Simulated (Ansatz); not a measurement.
Functionals compared on O on the 1x1 (110) surface of bcc V, one in a 2x2 cell, started at the site 'hollow V-V-V', in Ansatz (plane waves, PAW). The structure was relaxed with PBE; the other rows are single points on it, each with its references at the same level. Cutoff 420 eV (500 eV for r2SCAN).

Model: 17-atom slab, 6.1 Å thick at the start under the adsorbate (thin: gaps and levels are the slab's own), 6x6x1 mesh, Fermi-Dirac 0.1 eV, dipole correction, 8 atoms held, the rest relaxed; held to the start's symmetry, so lower structures may exist; no spin, no spin-orbit, no U, no dispersion correction. At the end it is bonded to 3 V. In PBE it is, or lies within 0.03 eV of, the lowest of the starts that converged. These notes are the PBE run's. Adsorption energies are against ½ O2(g). A negative adsorption energy means that the adsorbate is more stable on the surface than in its reference.

```json
[
 {"functional": "PBE", "adsorption energy (eV)": "-4.99", "work function of the top face (eV)": "4.61", "change of the work function (eV)": "-0.12", "rough cost of the single point": "–"},
 {"functional": "RPBE", "adsorption energy (eV)": "___", "work function of the top face (eV)": "___", "change of the work function (eV)": "___", "rough cost of the single point": "around 70 core-seconds (rough)"},
 {"functional": "r2SCAN", "adsorption energy (eV)": "-5.45", "work function of the top face (eV)": "4.65", "change of the work function (eV)": "-0.20", "rough cost of the single point": "roughly 2.4 core-minutes"}
]
```

Q: Complete the blanks.

A: 
- RPBE, adsorption energy (eV): -4.74
- RPBE, work function of the top face (eV): 4.45
- RPBE, change of the work function (eV): -0.16

Ansatz is a quantum-chemistry and plane-wave program.
